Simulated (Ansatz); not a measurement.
Input and output of a zone-centre phonon calculation for ScTe (P6_3/mmc, 4 atoms in the cell) (Ansatz, a quantum-chemistry and plane-wave program).

Method of the run: LDA (PW92), default PAW files made with PBE (plane waves; Ansatz).

```xyz
4
Lattice="4.1842 0.0000 0.0000 -2.0921 3.6236 0.0000 0.0000 0.0000 6.9173" Properties=species:S:1:pos:R:3 pbc="T T T"
Sc     0.0000     0.0000     0.0000
Sc     0.0000     0.0000     3.4586
Te     0.0000     2.4157     1.7293
Te     2.0921     1.2079     5.1880
```

Reference input (self-consistent single point, DFT, LDA (PW92), plane waves, default PAW files made with PBE): basis.ecutwfc = 420 eV; kpoints.mp_grid.grid = 9 9 5; hamiltonian.xc = lda; hamiltonian.pseudopotentials = {kind: paw} (the program's default PAW files); scf.occupations.method = fermi_dirac; scf.occupations.width = 0.1 eV. This run's input differs from it in these lines:

```diff
@@ -23,6 +23,6 @@
     width: 0.1
-output:
-  forces: true
-  eigenvalues: true
-  stress: true
+  convergence:
+    dr2_threshold: 1.0e-05 eV
+phonons:
+  method: dfpt
```

Log, with long lists cut:

```
SCF iter   1: F=—  HF=-17837.396912 eV  |F-HF|=—  |Δ(HF+E_count)|=         —  Δρ=4.66e-3  dr2=8.26e-3  ethr=1.77e-3  ⟨swp⟩=6.0  Hψ=16089  notcnv=0
all-band conjugate gradients solve this SCF's bands
preconditioner: auto → Kerker (q_TF=auto, 2.443 Å⁻¹)
SCF iter   2: F=—  HF=-17837.393390 eV  |F-HF|=—  |Δ(HF+E_count)|=   3.52e-3  Δρ=2.63e-3  dr2=2.89e-3  ethr=1.53e-5  ⟨swp⟩=2.2  Hψ=5617  notcnv=0
SCF iter   3: F=—  HF=-17837.393005 eV  |F-HF|=—  |Δ(HF+E_count)|=   3.85e-4  Δρ=3.97e-4  dr2=1.78e-4  ethr=5.35e-6  ⟨swp⟩=2.0  Hψ=4945  notcnv=0
SCF iter   4: F=—  HF=-17837.392970 eV  |F-HF|=—  |Δ(HF+E_count)|=   3.53e-5  Δρ=1.64e-4  dr2=3.40e-5  ethr=3.30e-7  ⟨swp⟩=2.0  Hψ=6699  notcnv=0
iter 5 did not close the SCF: its close was put off for the readings that it lacked (scf_convergence_deferred on its scf_iter line)
SCF iter   5: F=-17837.392950 eV  HF=-17837.392951 eV  |F-HF|=1.24e-6  |Δ(HF+E_count)|=   1.92e-5  Δρ=3.77e-5  dr2=2.04e-6  ethr=6.29e-8  ⟨swp⟩=2.0  Hψ=6790  notcnv=0
SCF iter   6: F=-17837.392950 eV  HF=-17837.392951 eV  |F-HF|=2.58e-7  |Δ(HF+E_count)|=   4.34e-7  Δρ=1.83e-5  dr2=3.75e-7  ethr=3.78e-9  ⟨swp⟩=8.2  Hψ=28230  notcnv=0
SCF 1 converged in 6 iterations: F = -17837.392950 eV  dr2 = 3.75e-7
DFPT response loops at Γ: preconditioner auto → Kerker (q_TF=auto, 2.443 Å⁻¹) (partly filled bands, converged f_vac=0.000) …
Free energy (F): -17837.392950 eV
Internal energy: -17837.277935 eV  (E = F + TS)
E sigma→0 (E₀):  -17837.335443 eV
Entropy (-TS):   -0.115015 eV (-28.754 meV/atom)
Fermi energy:    11.025089 eV
--- Phonons (Γ-DFPT): 4 representative perturbations + reference, on 115 of 405 k-points (Σ response iterations 14) ---
  k mesh reduced under 2 symmetry operations, with k and −k counted as one. Each operation leaves every solved perturbation unchanged …
  ASR residual: 4.359e-2 → 0.000e0 eV/Å²; symmetrization residual: 1.501e-5 eV/Å²
  ASR residual per site (eV/Å²): 1.85e-3 1.85e-3 4.36e-2 4.36e-2
  Γ frequencies (cm⁻¹): 0.00 0.00 0.00 107.21 107.21 126.16 172.92 172.92 172.93 185.48 185.48 194.95
  non-analytic LO–TO correction: not included (Born effective charges unavailable; polar crystals: no LO–TO splitting at Γ)
```

The run converged in 6 iterations.  The full log also holds: “iter 5 did not close the SCF: its close was put off for the readings that it lacked (scf_convergence_deferred on its scf_iter line)”.

Summary of the result:
| Quantity | Result |
|---|---|
| Free energy E − TS (on the zero of these files) | -17837.3930 eV |
| Fermi level (on the code's own zero) | 11.03 eV |
| Zone-centre frequencies (cm⁻¹; negative means imaginary) | 0, 0, 0, 107, 107, 126, 173, 173, 173, 185, 185, 195 |

The starting cell comes from a database of computed structures (which also holds hypothetical and non-ambient phases and stackings), without a prior relaxation at this level. Its lattice was rescaled by up to half a per cent.

Cost on one core of a shared machine: roughly 3 min.

Keys are those of Ansatz 0.2.
